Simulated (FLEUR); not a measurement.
A self-consistent single point of NaCl (Fm-3m, 2 atoms in the cell) with FLEUR.

Method of the run: FLEUR with PBE, all-electron FLAPW (FLEUR), scalar-relativistic valence.

The change in words: lattice scaled by 0.98. Reference geometry:
```xyz
2
Lattice="0.0000 2.7508 2.7508 2.7508 0.0000 2.7508 2.7508 2.7508 0.0000" Properties=species:S:1:pos:R:3 pbc="T T T"
Na     0.0000     0.0000     0.0000
Cl     2.7508     2.7508     2.7508
```

Reference input (self-consistent single point, DFT, PBE, all-electron FLAPW (FLEUR), scalar-relativistic valence): Kmax = 4.2 1/bohr; GmaxXC = 12.6 1/bohr; xcFunctional = pbe; jspins = 1; l_soc = F; mode = hist; fermiSmearingEnergy = 0.00073499 Htr; mesh (inpgen div1-3) = 8 8 8; inpgen gamma flag = true; Gmax = 12.6 1/bohr; numbands = 0; maxIterBroyd = 15. This run's input differs from it in these lines:

```diff
@@ -3,5 +3,5 @@
 &input film=f /
-0.0000000000 5.1981773654 5.1981773654
-5.1981773654 -0.0000000000 5.1981773654
-5.1981773654 5.1981773654 -0.0000000000
+-0.0000000000 5.0942140827 5.0942140827
+5.0942140827 -0.0000000000 5.0942140827
+5.0942140827 5.0942140827 -0.0000000000
 1.0
@@ -43,5 +43,5 @@
          <bravaisMatrix>
-            <row-1>    0.0000000000000000     5.1981773654000003     5.1981773654000003</row-1>
-            <row-2>    5.1981773654000003     0.0000000000000000     5.1981773654000003</row-2>
-            <row-3>    5.1981773654000003     5.1981773654000003     0.0000000000000000</row-3>
+            <row-1>    0.0000000000000000     5.0942140826999998     5.0942140826999998</row-1>
+            <row-2>    5.0942140826999998     0.0000000000000000     5.0942140826999998</row-2>
+            <row-3>    5.0942140826999998     5.0942140826999998     0.0000000000000000</row-3>
          </bravaisMatrix>
```

The program printed (abridged):

```
 Iteration:     1   Distance:       4.90561815 me/bohr^3
 Iteration:     2   Distance:       4.40414728 me/bohr^3
 Iteration:     3   Distance:       1.77644934 me/bohr^3
 Iteration:     4   Distance:       0.48821493 me/bohr^3
 Iteration:     5   Distance:       0.40837097 me/bohr^3
   [... 6 lines left out ...]
 Iteration:    12   Distance:       0.00013762 me/bohr^3
 Iteration:    13   Distance:       0.00001562 me/bohr^3
 Iteration:    14   Distance:       0.00001085 me/bohr^3
 Iteration:    15   Distance:       0.00000030 me/bohr^3
 Run finished successfully
 Stop message:
   Structural relaxation: Done

[file out, last iteration]
             iter=     16
[...]
          total density-effective poten   -9.7050402911E+02
          total charge density-energy d   -4.2659555297E+01
 Updated energy parameters for spin:           1
[...]
 fermi energy and band-weighting factors:

[...]
FERMIE:
          first approx. to ef    (T=0)  :   0.015034 htr   (energy of the highest occ. eigenvalue)
          number of occ. states  (T=0)  :        232
          first approx. to seigv (T=0)  :  -9.031283 htr
          sum of weights of occ. states :   8.000000
          sum of semicore charge        :   0.000000 e
FERHIS:  Fermi-Energy by histogram:
          bandgap                     :   0.214396 htr
   [... lines left out ...]
          charge neutrality (T=0)     :   0.000000    (zero if the highest occ. eigenvalue is "entirely" occupied)
 Direct bandgap for spin            1 :   0.21439612672049732       Htr
 ---->    free energy=                      -624.0654563145 htr
   [... lines left out ...]
      extrapolation for T->0
 ---->    total electron energy=            -624.0654563145 htr
 ***** TOTAL FORCES ON ATOMS *****
 TOTAL FORCE FOR ATOM TYPE=  1  X=  0.000   Y=  0.000   Z=  0.000
                       FX_TOT= 0.000000 FY_TOT= 0.000000 FZ_TOT= 0.000000
 TOTAL FORCE FOR ATOM TYPE=  2  X=  5.094   Y=  5.094   Z=  5.094
                       FX_TOT= 0.000000 FY_TOT= 0.000000 FZ_TOT= 0.000000
 Structural relaxation: Done
```

The run converged in 15 iterations. FLEUR gives forces in its relaxation mode, with a further iteration, so its stop message speaks of a relaxation. Against the reference run the free energy goes up by 34.0 meV/atom and the gap on the mesh goes from 5.541 to 5.834 eV.

The starting cell comes from a database of computed structures (which also holds hypothetical and non-ambient phases and stackings), without a prior relaxation at this level. Its lattice was rescaled by a random factor within 2.5 % of one. For this run, on top of that: lattice scaled by 0.98. Values depend on the basis (sphere radii, cutoffs, local orbitals), which need not be converged.

Cost on one core of a shared machine: roughly 50 s.
